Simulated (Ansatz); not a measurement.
This concerns the formation energy of CeO2 (fluorite, Fm-3m) from the elements. Reaction: Ce (fcc) + O2 (gas) → CeO2 (fluorite). The sign is products less reactants. The value is per atom of the solid.

CeO2 (fluorite, Fm-3m), 3 atoms in the cell; spin state with PBE: no moments, k-point mesh 10×10×10 on the run's own vectors.
Space group Fm-3m (No. 225); a = 5.4646 Å, b = 5.4646 Å, c = 5.4646 Å, α = 90.00°, β = 90.00°, γ = 90.00°

| atom | site | symmetry | x | y | z |
|---|---|---|---|---|---|
| Ce | 4a | m-3m | 0.0000 | 0.0000 | 0.0000 |
| O | 8c | -43m | 0.2500 | 0.2500 | 0.2500 |
(The calculation used a cell of 3 atoms; values per cell refer to that cell.)

Ce (fcc, Fm-3m), 1 atom in the cell; spin state with PBE: no moments, k-point mesh 22×22×22 on the run's own vectors. Conventional cell: a = 4.7499 Å, b = 4.7499 Å, c = 4.7499 Å, α = 90.00°, β = 90.00°, γ = 90.00°.

An isolated O2 molecule (triplet) in a box of 11 × 11 × 13 Å.

Computed with Ansatz (plane waves, PAW), its PAW set soft_1, cutoff 420 eV. The structures are at rest with PBE. Neutral cells; Fermi-Dirac smearing of at most 0.10 eV in the solids, energies taken to zero width. A dispersion term (D3(BJ), or D4 for r2SCAN) was computed beside these levels and is taken off wherever the name lacks it. Space groups of crystals are read within 0.01 Å. No zero-point or thermal terms. The runs are scalar-relativistic, without spin-orbit coupling. Runs with 4f elements can settle in higher electronic states, so these values are less sure.

### Question
What is the computed value (PBE)?

### Answer
-3.43 eV/atom, for Ce (fcc) + O2 (gas) → CeO2 (fluorite).

Ansatz is a first-principles code.
